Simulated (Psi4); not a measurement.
Psi4 1.11, M06-2X/def2-svp: CC([SiH3])=C=CCl, 13 atoms. The geometry is a generated start, not checked to be a minimum at this level.

```yaml
task: gradient
method: m06-2x
basis: def2-svp
memory: 7 GB
scf_type: df (default)
guess: auto, which took SAD (default)
diis_max_vecs: 10 (default)
scf_initial_accelerator: adiis (default)
e_convergence: 1e-08 (default)
d_convergence: 1e-08 (default)
basis functions (reference run): 127
grid points (reference run): 2347440
```

```xyz
13

C     -0.5443     1.6096    -0.4585
C     -0.1142     0.2289    -0.0727
Si    -1.3872    -1.1018    -0.0449
C      1.1059    -0.1010     0.2473
C      2.3224    -0.4126     0.5626
Cl     2.6714    -2.0272     0.9824
H     -0.9557     1.6252    -1.4738
H      0.3000     2.3083    -0.4372
H     -1.3034     1.9935     0.2319
H     -1.0400    -2.1775    -1.0079
H     -2.7040    -0.5361    -0.4356
H     -1.5145    -1.6750     1.3189
H      3.1636     0.2657     0.5875
```

Differences are taken against the run with dft_radial_points = 200, dft_spherical_points = 974, dft_pruning_scheme = none (default); no run here is proven converged. Each setting ran once; only counts and results are compared.

Settings tried, all else as in the reference:
- dft_radial_points = 75 (default), dft_spherical_points = 302 (default), dft_pruning_scheme = robust
- dft_radial_points = 75 (default), dft_spherical_points = 434
- dft_radial_points = 150, dft_spherical_points = 770
- dft_radial_points = 35, dft_spherical_points = 110
- dft_radial_points = 75 (default), dft_spherical_points = 302 (default)
- dft_radial_points = 99, dft_spherical_points = 590, dft_pruning_scheme = treutler
- dft_radial_points = 25, dft_spherical_points = 50
- dft_radial_points = 75 (default), dft_spherical_points = 302 (default), dft_pruning_scheme = treutler
- dft_radial_points = 50, dft_spherical_points = 194
- dft_radial_points = 99, dft_spherical_points = 590
- dft_radial_points = 99, dft_spherical_points = 590, dft_pruning_scheme = robust

Problem. Which of these stay within 10 meV/atom in energy, 100 meV/Å in forces (largest component) of the reference run?

Solution. Within it: dft_radial_points = 150, dft_spherical_points = 770; dft_radial_points = 99, dft_spherical_points = 590, dft_pruning_scheme = robust; dft_radial_points = 99, dft_spherical_points = 590; dft_radial_points = 75 (default), dft_spherical_points = 434; dft_radial_points = 75 (default), dft_spherical_points = 302 (default); dft_radial_points = 75 (default), dft_spherical_points = 302 (default), dft_pruning_scheme = robust; dft_radial_points = 75 (default), dft_spherical_points = 302 (default), dft_pruning_scheme = treutler; dft_radial_points = 99, dft_spherical_points = 590, dft_pruning_scheme = treutler. Outside: dft_radial_points = 50, dft_spherical_points = 194; dft_radial_points = 25, dft_spherical_points = 50; dft_radial_points = 35, dft_spherical_points = 110.

| setting | grid points | energy against the reference | difference in forces (largest component) |
|---|---|---|---|
| the reference | 2347440 | — | — |
| dft_radial_points = 150, dft_spherical_points = 770 | 1401072 | −0.0056 meV/atom | 0.95 meV/Å |
| dft_radial_points = 99, dft_spherical_points = 590, dft_pruning_scheme = robust | 495867 | +0.015 meV/atom | 1.0 meV/Å |
| dft_radial_points = 99, dft_spherical_points = 590 | 711049 | +0.017 meV/atom | 1.1 meV/Å |
| dft_radial_points = 75 (default), dft_spherical_points = 434 | 398055 | −0.069 meV/atom | 13 meV/Å |
| dft_radial_points = 75 (default), dft_spherical_points = 302 (default) | 277195 | +0.027 meV/atom | 15 meV/Å |
| dft_radial_points = 75 (default), dft_spherical_points = 302 (default), dft_pruning_scheme = robust | 189679 | −0.038 meV/atom | 16 meV/Å |
| dft_radial_points = 75 (default), dft_spherical_points = 302 (default), dft_pruning_scheme = treutler | 151927 | +0.31 meV/atom | 64 meV/Å |
| dft_radial_points = 99, dft_spherical_points = 590, dft_pruning_scheme = treutler | 368259 | +0.28 meV/atom | 66 meV/Å |
| dft_radial_points = 50, dft_spherical_points = 194 | 120698 | −1.7 meV/atom | 160 meV/Å |
| dft_radial_points = 25, dft_spherical_points = 50 | 15686 | −9.5 meV/atom | 2000 meV/Å |
| dft_radial_points = 35, dft_spherical_points = 110 | 48117 | −7.7 meV/atom | 2600 meV/Å |

Total energies are compared; such shifts often cancel in part in energy differences. The gradients leave out the derivatives of the grid weights. The tolerance is a choice made for this comparison.
